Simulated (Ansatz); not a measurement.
Start from CdS in the wurtzite structure (space group P6_3mc, No. 186; a = 4.124 Å, c = 6.708 Å).

Computed with PBEsol/PAW in Ansatz (a first-principles code), without spin-orbit coupling.

Strains are applied to the cell and any free atomic positions relax.

One change was made to it. Results:

| quantity | base | after |
|---|---|---|
| pressure (mean of the normal stresses, compression positive) | 0.0 kbar | 24.1 kbar |
| electron mass | 0.11 mₑ along c, 0.12 mₑ across (at Γ) | 0.12 mₑ along c, 0.13 mₑ across (at Γ) |
| mean gap deformation potential ΔEg/Δln V | – | -2.2 eV |
| width of the top valence band | 1.74 eV | 1.86 eV |

**Question.** Which of these changes matches the shifts?
A) isotropic strain −1.20 %
B) isotropic strain −1.80 %
C) isotropic strain −0.60 %
D) isotropic strain −2.40 %

**Answer.** A, isotropic strain −1.20 %. For comparison, the pressure in the other runs: isotropic strain −1.80 % gives 37.8 kbar; isotropic strain −0.60 % gives 11.5 kbar; isotropic strain −2.40 % gives 52.7 kbar.

Effective masses come from finite differences of ±0.01 Å⁻¹. Whether these cells are dynamically stable was not tested.
